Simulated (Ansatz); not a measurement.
The parent structure is GaCuSe₂ in the chalcopyrite structure (space group I-42d, No. 122; a = 5.508 Å, c = 10.962 Å). Axes: x, y, z lie along a, b, c of the conventional cell.

All numbers come from LDA, PAW, 420 eV (Ansatz, an electronic-structure program; no SOC).

Before the change:

```
Item                                   Value
---------------------  ---------------------
Valence-band top at Γ  0.00, -0.09, -0.09 eV
```

Perturbation: tensile biaxial strain of 1.50 % in the plane normal to [001], as in epitaxy on a mismatched substrate; the out-of-plane cell vector and the atoms relax.

Question: Estimate the effect on the valence-band top at Γ and energy relative to the base.

Answer: The valence-band top at Γ (three highest levels, from the VBM) goes from 0.00, -0.09, -0.09 eV to 0.00, -0.18, -0.18 eV; the energy goes up by 2.6 meV/atom.

The levels and masses belong to the bands next to the band gap. Stability against distortions was not tested. The final runs are not spin-polarised.
